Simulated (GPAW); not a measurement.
# Equation of state of wurtzite ZnS (space group 186): energy against volume (GPAW, PBEsol)

```
ZnS
1.0
    3.70909     0.00000     0.00000
   -1.85454     3.21216     0.00000
    0.00000     0.00000     6.07824
Zn S
2 2
Direct
  0.33333   0.66667   0.00000
  0.66667   0.33333   0.50000
  0.33333   0.66667   0.37500
  0.66667   0.33333   0.87500
```

Computed with PBEsol, GPAW PAW datasets PBEsol (made by gpaw-setup) (plane waves; GPAW). Settings: mode = pw; ecut = 780 eV; xc = PBEsol; kpts = 10 10 6; mesh shift (steps) = 0 0 0; occupations.name = fermi-dirac; occupations.width = 0.01 eV; nbands = -4; convergence.forces = 0.001 eV/Å; convergence.bands = -2; symmetry.symmorphic = false; symmetry.tolerance = 0.0005; maxiter = 120. The cell above is the first row's. The rows scale it uniformly. In all rows fractional positions and the k mesh are held. E is the free energy at the stated smearing, counted from the lowest row.

| V (Å^3/atom) | E (meV/atom) |
|---|---|
| 18.104 | ? |
| 18.498 | 7.50 |
| 18.891 | 1.57 |
| 19.285 | 0.00 |
| 19.679 | 2.34 |
| 20.072 | 8.18 |
| 20.466 | 17.14 |
| 20.859 | 28.92 |
| 21.253 | 43.18 |

**Question.** Using the third-order Birch-Murnaghan form, a cubic in V^(-2/3), estimate the missing E at V = 18.104 from the other rows, showing the fit.

**Answer.** With u = V^(-2/3) - 0.136, the rows have u = 0.006972, 0.004982, 0.003055, 0.001193, -0.000604, -0.002347, -0.004031, -0.005667. Least squares gives E = 5.827 - 3564.87·u + 539400·u² + 911324·u³. Residuals (row less fit): -0.001, 0.002, 0.003, -0.003, 0.003, -0.013, 0.018, -0.006; standard error 0.012 (degrees of freedom: 4). Its minimum lies at u = 0.003277, so V0 = (0.139277)^(-3/2) = 19.24. There d²E/du² = 1097000 and d³E/du³ = 5468000, so B0 = (4/9) × 19.24^(-7/3) × 1097000 × 0.160218 = 78.7 GPa (the last factor turns the table's units into GPa), and B0' = 4 + (2/3) × 0.139277 × (5468000)/1097000 = 4.5. The program's pressures in the fitted runs (not shown) pass through zero at V = 19.23, 0.05 % from this V0. At the withheld row, u = 0.009039, so E = 5.827 - 3564.87 × 0.009039 + 539400 × 0.009039² + 911324 × 0.009039³ = 18.348 meV/atom. The calculation gives 18.30 meV/atom, 0.048 meV/atom below the prediction (0.1 % of the range of E in the table). The row lies outside the fitted rows, so this is an extrapolation. From the scatter of the fitted rows alone, a prediction at this place has a standard error of 0.036 meV/atom, so the miss is 1.4 times that.

Carrying the step between the two nearest rows on in a straight line would have given 13.45, off by 4.85; series whose last step already gives the withheld value aren't shown. The scan was laid around a cell of about the measured size, scaled by a guess for this functional; axis ratios and inner coordinates come from that cell. This is the high-temperature polymorph. The runs keep the symmetry of the cell, so they don't test it for distortions. The shape of the cell and the inner coordinates aren't relaxed, so V0 and B0 belong to this uniform scaling; a relaxed crystal lies no higher in energy and is usually softer (forces reach 0.04 eV/Å in these rows). Cutoffs and mesh are single choices, not tested for convergence of this quantity. Series with a scatter that would blur these digits, or in which a gap closes, are not shown. Nor are scans whose minimum lies at an end fitted in this form.
